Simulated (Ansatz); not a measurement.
HfSi (model structure, started from the NbAs type, I4₁md, No. 109, 4 atoms in the cell), treated with r²SCAN (Ansatz, an electronic-structure program, plane waves, PAW).

The input as run:

Ansatz 0.2 input:
```yaml
crystal:
  lattice:
    - [-1.6743688687, 1.6743688687, 6.8206431466]
    - [1.6743688687, -1.6743688687, 6.8206431466]
    - [1.6743688687, 1.6743688687, -6.8206431466]
  atoms:
    - { symbol: Hf, position: [0.5079661371, 0.5079661371, 0.0] }
    - { symbol: Hf, position: [0.2579661371, 0.7579661371, 0.5] }
    - { symbol: Si, position: [0.9080338629, 0.9080338629, 0.0] }
    - { symbol: Si, position: [0.6580338629, 0.1580338629, 0.5] }
basis:
  ecutwfc: 560
  ecutrho_ratio: 4
  xc_grid: 3
kpoints:
  mp_grid: { grid: [24, 24, 24] }
hamiltonian:
  xc: r2scan
  dispersion: none
  pseudopotentials: { kind: paw }
scf:
  occupations: { method: fermi_dirac, width: 0.05 }
  convergence: { dr2_threshold: 0.0000000004 }
output:
  forces: true
  stress: true
  eigenvalues: true
```

Output (set-up and result lines):

```
Crystal: 4 atoms, lattice volume = 76.487 Å³
Basis set: ecut = 560 eV, 2295 PW (Γ), FFT grids on a1+a3, a2+a3, a3, exchange–correlation on 81×81×180 points (27 copies of the dense FFT grid, shifted against one another)
Bands: 36, of which v1, the nominal top of the filled ones, is band 30 counted from 1 (29 counted from 0)
Symmetry: 8 space group operations
Space group: I41md (ITA 109), of the structure as read, at distance tolerance 4.2e-5 Å
k-points: 1063 of 13824 (time reversal used)
Functional: x = r2scan, c = r2scan; τ floored in thin density (d = 2e-4 eV/Å³)
SCF iter   1: F=—  HF=-32745.204158 eV  |F-HF|=—  |Δ(HF+E_count)|=         —  Δρ=8.04e-3  dr2=5.51e-2  dr2_τ=5.60e-2
SCF iter   2: F=—  HF=-32745.239406 eV  |F-HF|=—  |Δ(HF+E_count)|=   3.52e-2  Δρ=4.73e-3  dr2=1.96e-2  dr2_τ=1.94e-3
  ...
SCF iter  10: F=—  HF=-32745.242378 eV  |F-HF|=—  |Δ(HF+E_count)|=   1.85e-9  Δρ=6.87e-7  dr2=4.69e-10  dr2_τ=9.09e-12
SCF iter  11: F=-32745.242378 eV  HF=-32745.242378 eV  |F-HF|=7.28e-12  |Δ(HF+E_count)|=  2.91e-10  Δρ=2.72e-7  dr2=7.80e-11  dr2_τ=1.50e-12
SCF 1 converged in 11 iterations: F = -32745.242378 eV  dr2 = 7.80e-11
SCF converged after 11 iterations
Free energy (F): -32745.242378 eV
Internal energy: -32745.216934 eV  (E = F + TS)
E sigma→0 (E₀):  -32745.229656 eV
Fermi energy:    15.063243 eV
--- Forces (eV/Å), atoms counted from 1 ---
  atom   1  Hf     0.00000000    -0.00000000    -0.02799814
  atom   2  Hf     0.00000000     0.00000000    -0.02799814
  atom   3  Si    -0.00000000     0.00000000     0.02800339
  atom   4  Si     0.00000000    -0.00000000     0.02800339
--- Stress (GPa, compression-positive) ---
        3.329174       0.000000      -0.000000
        0.000000       3.329174       0.000000
       -0.000000       0.000000       2.276852
  P = ⅓ Tr σ = 2.9784 GPa (29.784 kbar)
```

The PAW data were made under PBE.

Note: the relaxation could raise the start's symmetry but not lower it, so the cell can be a saddle point. Note: cell and atoms aren't relaxed at this level (largest force component 0.03 eV/Å, pressure 3.0 GPa).

It cost about 8 core-minutes (a rough figure) of CPU time.

A model structure was made by putting elements into a prototype or built by hand; it is no filed structure, need not be a known phase, and can be a saddle point held by its symmetry.
